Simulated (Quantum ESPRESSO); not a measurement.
## Habitual settings against a tight run: TiNi (P4/mmm, 2 atoms in the cell)

Self-consistent single point.

```
CELL_PARAMETERS angstrom
      2.76589     0.00000     0.00000
      0.00000     2.76589     0.00000
      0.00000     0.00000     3.62081
ATOMIC_POSITIONS crystal
  Ti 0.50000 0.50000 0.50000
  Ni 0.00000 0.00000 0.00000
```
Moments meant for the start (each program seeds them in its own way; μB, in the order of the atoms Ti Ni): 0.0 2.0.

Computed with PBEsol, GBRV 1.5 ultrasoft (PBESOL) pseudopotentials (plane waves; Quantum ESPRESSO 7.5).

Base settings: ecutwfc = 50 Ry; ecutrho = 400 Ry; occupations = smearing; smearing = marzari-vanderbilt; degauss = 0.0073499 Ry; nspin = 2; potentials = {Ti: ti_pbesol_v1.4.uspp.F.UPF, Ni: ni_pbesol_v1.4.uspp.F.UPF}; K_POINTS = automatic 8 8 6 0 0 0; conv_thr = 1e-11 Ry; mixing_beta = 0.5.

Tight run (finer mesh or higher cutoff; not a proven limit): ecutwfc: 50 Ry → 70 Ry; ecutrho: 400 Ry → 560 Ry; conv_thr: 1e-11 Ry → 7.3e-11 Ry; K_POINTS: automatic 8 8 6 0 0 0 → automatic 11 11 9 0 0 0. It gave Fermi level (on the code's own zero) 15.29 eV; pressure -10.90 GPa; size of the cell's spin moment 0.00 μB.

Quick runs, as changes from the base:
- A: the base itself
- B: ecutwfc: 50 Ry → 40 Ry; ecutrho: 400 Ry → 320 Ry; conv_thr: 1e-11 Ry → 7.3e-05 Ry; K_POINTS: automatic 8 8 6 0 0 0 → automatic 6 6 6 1 1 1
- C: ecutwfc: 50 Ry → 35 Ry; ecutrho: 400 Ry → 280 Ry; pseudopotentials: {Ti: ti_pbesol_v1.4.uspp.F.UPF, Ni: ni_pbesol_v1.4.uspp.F.UPF} → {Ti: ti_lda_v1.4.uspp.F.UPF, Ni: ni_lda_v1.4.uspp.F.UPF}; K_POINTS: automatic 8 8 6 0 0 0 → automatic 8 8 8 1 1 1 [LDA (PZ)]
- D: ecutwfc: 50 Ry → 35 Ry; ecutrho: 400 Ry → 280 Ry; degauss: 0.0073499 Ry → 0.036749 Ry; K_POINTS: automatic 8 8 6 0 0 0 → automatic 4 4 4 0 0 0
- E: ecutwfc: 50 Ry → 40 Ry; ecutrho: 400 Ry → 320 Ry; smearing: marzari-vanderbilt → methfessel-paxton; degauss: 0.0073499 Ry → 0.0147 Ry; K_POINTS: automatic 8 8 6 0 0 0 → automatic 2 2 2 1 1 1

Energies are extrapolated to zero smearing width, which holds to low order in the width alone (under cold and Methfessel-Paxton smearing the free energy itself is taken).

Dashes: pressure of B, not trusted under this conv_thr with d or f elements; energy of C, another energy zero.

† marks runs with another functional, U, potentials or spin treatment: their distance from the tight run is not a convergence error alone.

The count of work is k-points × plane waves × bands × iterations; it is no time. 

The starting cell comes from a database of computed structures (which also holds hypothetical and non-ambient phases and stackings), without a prior relaxation at this level. Its lattice was rescaled by a random factor within 2.5 % of one. The starting moments vanished: the run ended non-magnetic, which need not be the lowest state. In the base run, with a pressure of about -11 GPa the cell is away from its equilibrium volume at this level.

```tsv
run	energy less tight (meV/atom)	pressure less tight (GPa)	size of the net moment less tight (μB/atom)	count of work / tight
A	1.5	0.14	0.00	0.35
B	9.6	–	0.04	0.031
C†	–	-24.34	0.00	0.12
D	212.5	-18.51	0.00	0.067
E	-105.9	-2.26	0.00	0.0028
```

Among the runs at the tight run's level, the energy misses run from 1.5 to 212.5 meV/atom.

Left out of this page: 1 run of the series failed or unconverged.
